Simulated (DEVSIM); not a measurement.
Structure: Schottky contact on p-type InP, at 300 K.

Layer 1 from the left is InP, thickness (μm) 5.30, Na (cm⁻³) 5.6e16, τn (s) 5e-10, τp (s) 5e-10. Layer 2 from the left is InP, thickness (μm) 2.00, Na (cm⁻³) 1.9e18, τn (s) 5e-10, τp (s) 5e-10.

Left contact: Schottky, work function 4.894 eV, emission velocity 8.8e6 cm/s. Right contact: ohmic. Voltage is applied to the left contact. Recombination: SRH at mid-gap, Auger. Mobility is μmin + (μ − μmin)/(1 + (N/Nref)^α).

This is a model device: material constants are rounded textbook-type values typed into the input, and sizes, dopings and lifetimes were drawn at random. Values at 300 K.

InP: gap (eV) 1.344, affinity (eV) 4.38, permittivity 12.5, Nc (cm⁻³) 5.7e17, Nv (cm⁻³) 1.1e19, μn (cm²/Vs) 5200, μp (cm²/Vs) 170, μn,min 400, μp,min 10, Nref,n 3e17, Nref,p 4.9e17, αn 0.47, αp 0.62, Cn (cm⁶/s) 9e-31, Cp (cm⁶/s) 9e-31.

DEVSIM, 1D drift-diffusion, Boltzmann statistics, complete ionisation; no tunnelling, impact ionisation, image-force lowering or self-heating. Metal contacts follow the ideal Schottky-Mott rule: no Fermi-level pinning, no interface dipoles.

Dark forward current:

```csv
|V| (V),|J| (A/cm²)
0.05,6.342e-7
0.10,4.919e-6
0.15,3.391e-5
0.20,0.0002298
0.25,0.001548
0.30,0.01038
0.35,0.06904
0.40,0.4525
0.45,2.829
0.50,14.80
0.55,51.07
0.60,113.8
0.65,193.3
0.70,282.2
0.75,376.8
0.80,475.1
0.85,575.9
0.90,678.6
0.95,782.6
1.00,887.7
1.05,993.7
1.10,1100
1.15,1208
1.20,1316
1.25,1424
1.30,1532
```

**Question.** Work out the local ideality factor n = ΔV / (kT/q · ln(J2/J1)) between the rows 0.15 and 0.20 V, 1.25 and 1.30 V.

**Answer.** kT/q = 25.85 mV. From 0.15 to 0.20 V: ln(0.0002298/3.391e-5) = 1.913, n = 1.01, near the 1 of diffusion or emission over a barrier. From 1.25 to 1.30 V: ln(1532/1424) = 0.073, n = 26.46; the layers' resistance at their doping, Σ W/(qμN) = 0.00044 Ω cm², would take 48 mV of this step of 50 mV.

**Question.** Estimate the current at 0.30 V for emission alone, J0 = q v N_band exp(−φB/kT), and read the barrier back from the simulated current.

**Answer.** φB = 0.830 eV, N_band = 1.10e19 cm⁻³, J0 = 1.76e-7 A/cm²; J = J0 (exp(qV/kT) − 1) = 0.0193 A/cm². The simulation gives 0.0104 A/cm²; the estimate lies 86 % above. Read backwards, the simulated current gives an apparent barrier of 0.846 eV. The estimate leaves out transport through the depletion region and minority injection.
